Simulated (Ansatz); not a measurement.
Be: pressure 15 GPa

Base system: Be in the hcp (Mg type) structure (space group P6_3/mmc, No. 194; a = 2.2571 Å, c = 3.5529 Å).

One thing is altered: a hydrostatic pressure of 15 GPa.

Calculations: DFT with PBEsol, PAW potentials and a 420 eV plane-wave cutoff in Ansatz (a quantum-chemistry and plane-wave program), without spin-orbit coupling. k-mesh 23×23×13 (Γ-centred); smearing 0.05 eV (Fermi–Dirac).

* **Volume per atom**: 7.08 Å³ (base 7.84 Å³)
* **Density**: 2.11 g/cm³ (base 1.91 g/cm³)
* **Lattice parameter a**: 2.178 Å (base 2.257 Å)
* **c/a ratio**: 1.581 (base 1.574)
* **Shortest interatomic distance**: 2.132 Å (base 2.203 Å)
* **Enthalpy H = E + PV relative to the base's energy**: +0.70 eV/atom
* **Band gap**: zero (base zero)

Final structure:

```xyz
2
Lattice="2.1783 0.0000 0.0000 -1.0891 1.8865 0.0000 0.0000 0.0000 3.4440" Properties=species:S:1:pos:R:3 pbc="T T T"
Be     1.0891     0.6288     2.5830
Be     0.0000     1.2576     0.8610
```

Load acts through the strain it causes; cell and atoms are relaxed under it. Whether these cells are dynamically stable was not tested. No other phases were tried under pressure.
